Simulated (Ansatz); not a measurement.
We consider cubic perovskite KNiF3, described by rVV10 (PAW; Ansatz, a quantum-chemistry and plane-wave program).

Numerical settings: plane-wave cutoff 520 eV, 8×8×8 k mesh, Fermi–Dirac smearing 0.01 eV, spin-polarised with parallel moments, scalar-relativistic PAW data made under PBE.

Pressure at four volumes; x = ln(V/13.316 Å³). One pressure is withheld.

| V (Å³/atom) | x | P (GPa) |
|---|---|---|
| 12.517 | -0.0619 | 5.91 |
| 13.316 | 0.0000 | 0.00 |
| 13.848 | 0.0392 | -2.96 |
| 14.115 | 0.0583 | ? |

### Question
Pass a parabola P(x) through the three rows shown, estimate the bulk modulus and its pressure derivative near zero pressure, and predict the withheld pressure.

### Answer
Slopes between the rows: (0.00 − (5.91))/(0.0000 − (-0.0619)) = -95.48 and (-2.96 − (0.00))/(0.0392 − (0.0000)) = -75.51 GPa. Their difference over the span 0.1011 is c = 19.97/0.1011 = 197.5 GPa, so P(x) = 5.91 + (-95.48)(x − (-0.0619)) + 197.5 (x − (-0.0619))(x − (0.0000)). At the middle row B = −dP/dx = −[-95.48 + 197.5 × 0.0619] = 83.3 GPa, and B′ = dB/dP = 2c/B = 4.7. At x = 0.0583 the parabola gives -4.18 GPa; the run gives -4.20 GPa. The Birch–Murnaghan fit to the energies at all volumes has B0 = 82.6 GPa and B′ = 4.7.

Note: the magnetic order was assumed, not searched for or taken from measurement; without U or exact exchange, gaps and moments of open d shells tend to come out too small.
